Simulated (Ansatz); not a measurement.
Defect: S vacancy in wurtzite CdS, charge state +2. The step: one S atom jumps into the vacancy from a nearby S site (strongly reconstructed ends); the atom moves 4.22 Å along (0.00, -1.01, 0.00) of the unit cell; the moving atom starts with neighbours Cd at 2.48, 2 Cd at 2.58, Cd at 2.59 Å and ends with Cd at 2.48, 2 Cd at 2.57, Cd at 2.59 Å. A PBE band in Ansatz (plane-wave PAW, one k-point at (0.125, 0.250, 0.250), 72 host sites, 81 SCF runs with any check of the saddle's order, static, no finite-size correction) gives a forward barrier of 1.20 eV. The program found a first-order saddle point. The charge state is imposed; whether it is stable for some Fermi level was not computed. Forms of the defect that were not tried may lie lower.

Single points at the band's start and saddle point can refine it. Rough cost of one point, in units of the band's mean SCF on the same machine:

```csv
Level,Cost of one point
"PBE, a 2×2×2 k-point mesh shifted by half a step along c",about 4
"r2SCAN at 500 eV, one k-point at (0.125, 0.250, 0.250)",about 3
```

**Question.** Which of these move the barrier by more than 0.1 eV, and how far does each move it?

**Answer.** PBE, a 2×2×2 k-point mesh shifted by half a step along c: 0.00 eV; r2SCAN at 500 eV, one k-point at (0.125, 0.250, 0.250): +0.15 eV. Each functional is compared with PBE at the same k-points.

Ansatz is a first-principles code.
